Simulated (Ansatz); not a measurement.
We consider TiAl3 (I4/mmm, No. 139), described by rVV10 (Ansatz, a program for electronic structure, plane waves, PAW).

Settings: plane-wave cutoff 500 eV, 20×20×20 k mesh, Fermi–Dirac smearing 0.1 eV, no spin polarisation, scalar-relativistic PAW data made under PBE.

Computed at the level's own relaxed cell.

Question: Predict the equilibrium volume per atom, lattice constant a and lattice parameter c.

Answer: 
* **equilibrium volume per atom**: 15.84 Å³/atom
* **lattice constant a**: 3.839 Å
* **lattice parameter c**: 8.596 Å

The run finds no gap.

Measured, for comparison: equilibrium volume per atom 15.93 Å³/atom (temperature not stated, not corrected to a static lattice; as tabulated in P. Norby and A. Norlund Christensen, Acta Chemica Scandinavica A40, 157 (1986)). Computed (rounded) less measured: equilibrium volume per atom -0.6 %. A static lattice is as a rule a little smaller and stiffer than an uncorrected measurement, which narrows the difference in the equilibrium volume per atom and would widen misses of the other sign.

Static lattice: no zero-point or thermal effects.
